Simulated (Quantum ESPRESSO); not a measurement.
**Pressure against volume in rock-salt TiC (space group 225) (Quantum ESPRESSO, PBE)**

```
TiC
1.0
    0.00000     2.12650     2.12650
    2.12650     0.00000     2.12650
    2.12650     2.12650     0.00000
Ti C
1 1
Cartesian
  0.00000   0.00000   0.00000
  2.12650   2.12650   2.12650
```

Method of the run: PBE, GBRV 1.5 ultrasoft (PBE) pseudopotentials (plane waves; Quantum ESPRESSO). Settings: ecutwfc = 65 Ry; ecutrho = 520 Ry; occupations = smearing; smearing = fd; degauss = 0.0036749 Ry; potentials = {Ti: ti_pbe_v1.4.uspp.F.UPF, C: c_pbe_v1.2.uspp.F.UPF}; K_POINTS = automatic 23 23 23 0 0 0; conv_thr = 1e-10 Ry; mixing_beta = 0.5. The cell above is the first row's. The rows scale it uniformly. In all rows fractional positions and the k mesh are held.

| V (Å^3/atom) | P (GPa) |
|---|---|
| 9.616 | 15.52 |
| 9.825 | 9.10 |
| 10.034 | 3.31 |
| 10.243 | -1.92 |
| 10.452 | -6.62 |
| 10.661 | -10.87 |
| 10.870 | -14.70 |
| 11.079 | -18.15 |
| 11.288 | ? |

Q: Using a cubic, estimate the missing P at V = 11.288 from the other rows, showing the fit.

A: With u = V - 10.3, the rows have u = -0.6840, -0.4750, -0.2660, -0.0570, 0.1520, 0.3610, 0.5700, 0.7790. Least squares gives P = -3.251 - 23.0638·u + 5.7687·u² - 0.9211·u³. Residuals (row less fit): 0.002, -0.005, 0.001, -0.003, 0.007, -0.001, -0.006, 0.002; standard error 0.006 (degrees of freedom: 4). The fitted pressure is zero at V0 = 10.16, where dP/dV = -24.69, so B0 = -V0·dP/dV = 251 GPa. At the withheld row, u = 0.9880, so P = -3.251 - 23.0638 × 0.9880 + 5.7687 × 0.9880² - 0.9211 × 0.9880³ = -21.295 GPa. The calculation gives -21.26 GPa, 0.035 GPa above the prediction (0.1 % of the range of P in the table). The row lies outside the fitted rows, so this is an extrapolation. From the scatter of the fitted rows alone, a prediction at this place has a standard error of 0.015 GPa, so the miss is 2.4 times that.

Carrying the step between the two nearest rows on in a straight line would have given -21.60, off by 0.34; series whose last step already gives the withheld value aren't shown. The scan was laid around a cell of about the measured size, scaled by a guess for this functional. The runs keep the symmetry of the cell, so they don't test it for distortions. Spin polarisation is off. Cutoffs and mesh are single choices, not tested for convergence of this quantity. Series with a scatter that would blur these digits, or in which a gap closes, are not shown.
